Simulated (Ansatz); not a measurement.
Adsorption energy and surface dipole of Cl on the 1x1 (110) surface of 3C silicon carbide (cut with top plane C + Si), one in a 1x1 cell, started at the site 'over C at depth 1.5 Å', worked from the runs' numbers; total energies count from the potentials' own zero.

Host crystal: 3C silicon carbide, with a band gap (PBE, scalar-relativistic without spin-orbit coupling).

Method: PBE (plane waves to 420 eV, PAW; Ansatz, a first-principles code).

Model: 13-atom slab, 7.7 Å thick at the start under the adsorbate (thin: gaps and levels are the slab's own), 6x6x1 mesh, Fermi-Dirac 0.01 eV, dipole correction, 6 atoms held, the rest relaxed; start symmetry kept, larger cells not searched; spin-polarised, ending with about 1.0 μB a cell; orders that need a larger cell were not tried, no spin-orbit, no U, no dispersion correction. At the end it is bonded to Si. In PBE it is, or lies within 0.03 eV of, the lowest of the starts that converged.

```json
[
 {"quantity": "slab with the adsorbate", "value": "-6399.392 eV"},
 {"quantity": "clean slab, same cell and mesh", "value": "-5318.044 eV"},
 {"quantity": "reference, ½ Cl2(g)", "value": "-1079.444 eV"},
 {"quantity": "area of the cell", "value": "13.57 Å²"},
 {"quantity": "change of the step from the bottom to the top vacuum level", "value": "0.473 eV"}
]
```

Q: What is the adsorption energy against this reference?

A: E(slab + adsorbate) − E(slab) − E(reference) = -1.90 eV, so in this state the adsorbate is more stable than in the reference, at a coverage of 7.37 a nm².

Q: What dipole does adsorption add to the slab along the outward normal (Helmholtz relation, ε₀ = 0.005526 e/(V·Å))?

A: p = −ε₀·A·ΔV = -0.035 e·Å = -0.17 D; its negative end points to the vacuum, which raises the vacuum level.
